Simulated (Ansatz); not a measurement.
# CaF2 in the fluorite structure (space group Fm-3m, No. 225)

```yaml
crystal:
  lattice:
    - [0.00000, 2.71018, 2.71018]
    - [2.71018, 0.00000, 2.71018]
    - [2.71018, 2.71018, 0.00000]
  atoms:
    - { symbol: Ca, position: [0.00000, 0.00000, 0.00000] }
    - { symbol: F, position: [0.25000, 0.25000, 0.25000] }
    - { symbol: F, position: [0.75000, 0.75000, 0.75000] }
```

Method: DFT with PBEsol, PAW potentials and a 420 eV plane-wave cutoff in Ansatz (a quantum-chemistry and plane-wave program), no spin-orbit coupling, earlier PAW set. k-mesh 11×11×11 (Γ-centred); smearing 0.05 eV (Fermi–Dirac).

```yaml
volume_per_atom: 13.27 Å³
density: 3.26 g/cm³
band_gap: "7.25 eV (uncertain: the edges found on the path are not clean extrema)"
total_energy: -1133.632 eV/atom (σ→0; compares only within this code and set-up)
```

Stability against distortions was not tested.
